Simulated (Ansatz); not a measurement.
Consider the following.

```yaml
crystal:
  lattice:
    - [3.20034, 0.00000, 0.00000]
    - [1.60017, 2.77158, 0.00000]
    - [0.00000, 0.00000, 12.90678]
  atoms:
    - { symbol: W, position: [0.66667, 0.66667, 0.75000] }
    - { symbol: W, position: [0.33333, 0.33333, 0.25000] }
    - { symbol: Se, position: [0.66667, 0.66667, 0.38285] }
    - { symbol: Se, position: [0.33333, 0.33333, 0.88285] }
    - { symbol: Se, position: [0.33333, 0.33333, 0.61715] }
    - { symbol: Se, position: [0.66667, 0.66667, 0.11715] }
```

No spin polarisation.

Level of theory: Ansatz (a quantum-chemistry and plane-wave program), PBE-D3(BJ), PAW, cutoff 420 eV, without spin-orbit coupling. Settings: 12×12×3 k-points, 0.05 eV Fermi–Dirac smearing.

Estimate the smallest direct gap.

1.67 eV.

What space group does the calculation give?

P6_3/mmc (No. 194).

Predict the pressure (mean of the normal stresses, compression positive).

4.11 GPa.

Spin-orbit coupling, missing from the scalar runs, can matter with W. The cells carry an imposed strain or load. Stability against distortions was not tested. The cell was made from WSe$_{2}$ (space group P6_3/mmc, No. 194; layered, stacked along the Cartesian z axis) by this change: biaxial strain −2.40 %, plane normal [001], relaxed out of plane.
